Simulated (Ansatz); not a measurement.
MoPt₂ (Immm, No. 71), treated with r²SCAN (Ansatz, an electronic-structure program, plane waves, PAW).

Run with plane-wave cutoff 560 eV, 24×24×24 k mesh, Fermi–Dirac smearing 0.05 eV, no spin polarisation, scalar-relativistic PAW data made under PBE.

Results at a series of volumes:

```tsv
V (Å³/atom)	E − E_lowest (meV/atom)
14.505	24.06
14.807	5.77
15.109	0.00
15.411	5.32
15.713	20.48
```

Problem. What bulk modulus B0 and pressure derivative B′ does a third-order Birch–Murnaghan fit give?

Solution. V0 = 15.109 Å³/atom, B0 = 294 GPa, B′ = 5.0 (fit to the energies at full precision).

Shape and atoms are relaxed at each volume.

Note: the relaxation could not lower the start's symmetry, so the cell can be a saddle point above a distorted one; the bulk modulus comes from volumes at which shape and atoms were relaxed.

Spin–orbit coupling is not included.

Static lattice: no zero-point or thermal effects.
